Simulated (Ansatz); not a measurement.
System: interstitial N in monoclinic HfO2 (charge state -1). Computed with PBE, PAW (plane waves to 420 eV; Ansatz, an electronic-structure program).

Settings: 96 host sites, the relaxed PBE lattice, the Γ point alone, smearing 0.01 eV, spin-restricted, no image-charge correction. No zero-point or tunnelling terms. Spin-orbit coupling is left out. The charge state is imposed; whether it is stable for some Fermi level was not computed. Sites that were not tried may lie lower. The start lies 0.23 eV above the lowest site run (PBE).

Barriers: single points on a 2×2×2 k-point mesh shifted by half a step at the bands' geometries.

The step: a concerted move, in which N travels most. Atoms about the jump, Cartesian Å from the middle of the jump, before and after:

| atom | x0 | y0 | z0 | x1 | y1 | z1 |
|---|---|---|---|---|---|---|
| N1 | -1.27 | 0.02 | -0.31 | 1.27 | -0.02 | 0.31 |
| O2 | -2.31 | -0.78 | 0.26 | -1.40 | 0.01 | -0.33 |
| O3 | 1.05 | 0.45 | 0.61 | 0.49 | 1.04 | 1.05 |
| Hf4 | 0.27 | 1.11 | -1.27 | 0.24 | 1.07 | -1.24 |
| Hf5 | -0.25 | -1.04 | 1.33 | -0.22 | -1.07 | 1.37 |
| Hf6 | -2.48 | 1.52 | 0.92 | -2.42 | 1.57 | 0.89 |
| O7 | -0.87 | 2.70 | -0.07 | -0.93 | 2.78 | -0.13 |
| O8 | -1.80 | 0.14 | 2.43 | -1.84 | 0.07 | 2.34 |
| O9 | -0.75 | -2.64 | -0.10 | -0.89 | -2.52 | -0.08 |
| O10 | 1.45 | -0.37 | -2.06 | 1.50 | -0.29 | -2.19 |
| O11 | 1.97 | 2.24 | -1.01 | 1.90 | 2.27 | -0.97 |
| O12 | -1.31 | 2.63 | 2.56 | -1.31 | 2.62 | 2.54 |
| Hf13 | -2.01 | -1.48 | -1.76 | -2.01 | -1.49 | -1.74 |
| Hf14 | 2.73 | 1.57 | 0.90 | 2.65 | 1.54 | 0.89 |
| O15 | -0.89 | 0.07 | -2.99 | -0.91 | 0.07 | -2.95 |
| O16 | 0.54 | -0.36 | 3.23 | 0.53 | -0.44 | 3.27 |
| O17 | 1.50 | -2.16 | 1.63 | 1.46 | -2.30 | 1.75 |

Question: Give the saddle-point geometry and the barrier.

Answer: 
```json
[
 {"atom": "N1", "x": "-0.37", "y": "0.40", "z": "0.28"},
 {"atom": "O2", "x": "-1.81", "y": "0.28", "z": "-0.79"},
 {"atom": "O3", "x": "1.18", "y": "0.42", "z": "1.27"},
 {"atom": "Hf4", "x": "0.23", "y": "1.16", "z": "-1.50"},
 {"atom": "Hf5", "x": "-0.16", "y": "-1.17", "z": "1.55"},
 {"atom": "Hf6", "x": "-2.33", "y": "1.51", "z": "0.82"},
 {"atom": "O7", "x": "-0.92", "y": "2.87", "z": "-0.18"},
 {"atom": "O8", "x": "-1.85", "y": "0.00", "z": "2.38"},
 {"atom": "O9", "x": "-0.93", "y": "-2.41", "z": "-0.07"},
 {"atom": "O10", "x": "1.43", "y": "-0.40", "z": "-2.03"},
 {"atom": "O11", "x": "1.94", "y": "2.17", "z": "-0.97"},
 {"atom": "O12", "x": "-1.25", "y": "2.56", "z": "2.51"},
 {"atom": "Hf13", "x": "-2.06", "y": "-1.50", "z": "-1.79"},
 {"atom": "Hf14", "x": "2.74", "y": "1.56", "z": "0.96"},
 {"atom": "O15", "x": "-0.86", "y": "0.06", "z": "-3.09"},
 {"atom": "O16", "x": "0.46", "y": "-0.59", "z": "3.52"},
 {"atom": "O17", "x": "1.58", "y": "-2.22", "z": "1.71"}
]
```
It lies 1.59 eV above the start and 1.82 eV above the end. The check of the saddle point's order was inconclusive.
